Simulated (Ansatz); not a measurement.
**Carrier properties of GaAs under load (space group P6_3mc)**

Data:

```xyz
4
Lattice="3.9335 0.0000 0.0000 -1.9668 3.4065 0.0000 0.0000 0.0000 6.6095" Properties=species:S:1:pos:R:3 pbc="T T T"
Ga     0.0000     2.2710     0.0127
Ga     1.9668     1.1355     3.3175
As     0.0000     2.2710     2.4659
As     1.9668     1.1355     5.7706
```

All values below come from r2SCAN with spin-orbit coupling, rigid bands (plane waves, PAW; Ansatz, a first-principles code). Condition of this run: biaxial stress in the c plane of 2.4 GPa (compression positive) (the target of the relaxation). How the cell was made: cell and atoms relaxed with PBEsol, then loaded as said.

```json
{
  "band_gap": "0.97 eV",
  "electron conductivity mass (300 K, dilute)": "0.083 (x), 0.083 (y), 0.060 (z) mₑ",
  "hole conductivity mass (300 K, dilute)": "0.25 (x), 0.25 (y), 0.93 (z) mₑ",
  "effective density of states N_c (300 K)": "4.7e17 cm⁻³",
  "effective density of states N_v (300 K)": "4.5e18 cm⁻³",
  "density_of_states_mass_electrons": "0.071 mₑ",
  "density_of_states_mass_holes": "0.32 mₑ",
  "Seebeck coefficient, n-type 1e19 cm⁻³, 300 K": "-147 μV/K",
  "best n-type power factor at 300 K for τ = 10 fs (best axis; densities from 1e16 to 1e21 cm⁻³ tried, whether or not they can be reached)": "32 μW/(cm·K²) at 1e20 cm⁻³",
  "Seebeck coefficient, p-type 1e19 cm⁻³, 300 K": "181 μV/K",
  "best p-type power factor at 300 K for τ = 10 fs (best axis; densities from 1e16 to 1e21 cm⁻³ tried, whether or not they can be reached)": "4.5 μW/(cm·K²) at 3e20 cm⁻³"
}
```

Rigid bands; masses and Seebeck coefficients take one relaxation time τ for all states and one kind of carrier; polarons and phonon drag are left out. Geometry: cell and atoms relaxed with PBEsol.
